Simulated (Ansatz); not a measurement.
# How the bulk modulus of NiAs-type NiSb moves with the method

No measured value is used here.

| level (code) | value (GPa) | cell (Å³/atom) |
|---|---|---|
| LDA (Ansatz) | ? | 16.38 |
| PBE (Ansatz) | 112 | 17.65 |
| PBE+SOC (Ansatz) | 111 | 17.66 |
| PBEsol (Ansatz) | 130 | 16.83 |
| PBEsol+SOC (Ansatz) | 129 | 16.84 |
| r²SCAN (Ansatz) | ? | 17.13 |

What belongs in the gaps?


- LDA (Ansatz, an electronic-structure program), value (GPa): 140
- r²SCAN (Ansatz), value (GPa): 124

The crystal itself was run without spin with LDA, PBE, PBEsol, r²SCAN. Each level is taken at its own relaxed cell. Cutoffs differ between the levels. Ansatz's density-functional and Hartree–Fock values are scalar-relativistic unless marked +SOC, with PAW data made under PBE.
